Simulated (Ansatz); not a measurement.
Checking a run of Ansatz (a quantum-chemistry and plane-wave program) on ZnCo₃ (I4/mmm, 4 atoms in the cell). The aim is a self-consistent single point with DFT, PBEsol, plane waves, default PAW files made with PBE.

Cell that was meant: a = 4.3836 Å, b = 4.3836 Å, c = 4.3836 Å, α = 131.93°, β = 131.93°, γ = 70.33°.

Part of the input:

Ansatz 0.2 input:
```yaml
magnetization:
  spin_polarized: true
scf:
  occupations: { method: fermi_dirac, width: 1.36 }
output:
  forces: true
  eigenvalues: true
```

Output (repeated stretches shortened):

```
WARN ansatz: RAYON_NUM_THREADS=1 ignored (pool sized by the plan → 1); use --threads N
   [... lines left out ...]
PAW frozen core: Co, regenerated for the run's functional, and the local potential with it
Initial density: superposition of atomic densities (chi_scale 0.1, normalization cell)
Starting moments: Σ|m| = 9 μB on 3 of 4 sites
Initial wavefunctions: pseudopotential atomic-orbital guess
Eigensolver: davidson
Functional: x = pbesol(κ = 0.804, μ = 0.12345679012345678), c = pbesol(β = 0.046)
SCF iter   1: F=—  HF=-18575.400182 eV  |F-HF|=—  |Δ(HF+E_count)|=         —  Δρ=3.38e-1 (↑3.38e-1 ↓2.69e-1)  dr2=5.53e0  dr2_m=3.73e1  M=1.353 μB ∫|m|=1.385 μB  β_m=0.30  ethr=3.10e-3  ⟨swp⟩=9.0  Hψ=20762  notcnv=0
Mixer restart at iter 1: flushing history
all-band conjugate gradients solve this SCF's bands
preconditioner: auto → Kerker (q_TF=auto, 2.878 Å⁻¹)
   [... lines left out ...]
SCF iter  14: F=—  HF=-18572.982811 eV  |F-HF|=—  |Δ(HF+E_count)|=   1.54e-8  Δρ=3.49e-6 (↑3.49e-6 ↓2.84e-6)  dr2=1.65e-8  dr2_m=2.37e-10  M=-0.000 μB ∫|m|=0.000 μB  β_m=0.80  ethr=2.70e-10  ⟨swp⟩=1.1  Hψ=4809  notcnv=0
SCF iter  15: F=-18572.982810 eV  HF=-18572.982811 eV  |F-HF|=8.61e-8  |Δ(HF+E_count)|=   3.26e-9  Δρ=8.09e-6 (↑8.06e-6 ↓8.09e-6)  dr2=9.66e-8  dr2_m=3.88e-12  M=-0.000 μB ∫|m|=0.000 μB  ethr=2.61e-11  ⟨swp⟩=2.1  Hψ=12872  notcnv=0
SCF 1 converged in 15 iterations: F = -18572.982810 eV  dr2 = 9.66e-8
the search or the solves at the SCF's close seem to have found levels that the self-consistency loop had missed (the run counts 2) …
   [... lines left out ...]
WARN: the starting moments were not kept: the SCF closed with an absolute magnetisation of 2.6e-6 μB, where they sum to 9 μB in size (3 sites) …
Absolute magnetization: 0.0000 μB (∫|ρ↑−ρ↓|, with the PAW one-centre terms)
Free energy (F): -18572.982810 eV
Fermi energy:    17.483957 eV
   [... lines left out ...]
   [... zero for the other atoms too ...]
--- Stress (GPa, compression-positive) ---
       19.733600       0.000000       0.000000
        0.000000      19.733600      -0.000000
        0.000000       0.000000      19.360184
  P = ⅓ Tr σ = 19.6091 GPa (196.091 kbar)
  The stress holds the Pulay correction. Without it, at fixed plane waves, as pw.x and ABINIT print it: P = 19.4578 GPa
```

### Question
Is this run sound? If not, what is wrong?

### Answer
The run is not sound. The fault is a smearing width that is far too large. A width of many tenths of an electronvolt moves electrons far across the Fermi level or the gap, and the free energy and its derivatives carry a large smearing term. To fix it, use a width small against the gap or band features. The run converged in 15 iterations without an error; against the sound input the free energy goes down by 3.32 eV/atom, the pressure goes from -7.30 to 19.61 GPa and the size of the net moment goes from 1.14 to 0.00 μB/atom.

An input that runs soundly differs in these lines (not the only fix; some lines may just follow from the change or write a value another way):
```diff
-  occupations: { method: fermi_dirac, width: 1.36 }
+  occupations: { method: fermi_dirac, width: 0.1 }
```

With that input, the run converged in 16 iterations: free energy E − TS (on the zero of these files) -18559.7199 eV; Fermi level (on the code's own zero) 16.83 eV; pressure -7.30 GPa; size of the cell's spin moment 4.57 μB (DFT, PBEsol, plane waves, default PAW files made with PBE).

On the sound input: the starting cell comes from a database of computed structures (which also holds hypothetical and non-ambient phases and stackings), without a prior relaxation at this level. The magnetic order is the one reached from the typed start; others were not searched systematically. With a pressure of about -7 GPa the cell is away from its equilibrium volume at this level. Ansatz's pressure includes its estimate of the finite-basis (Pulay) stress.
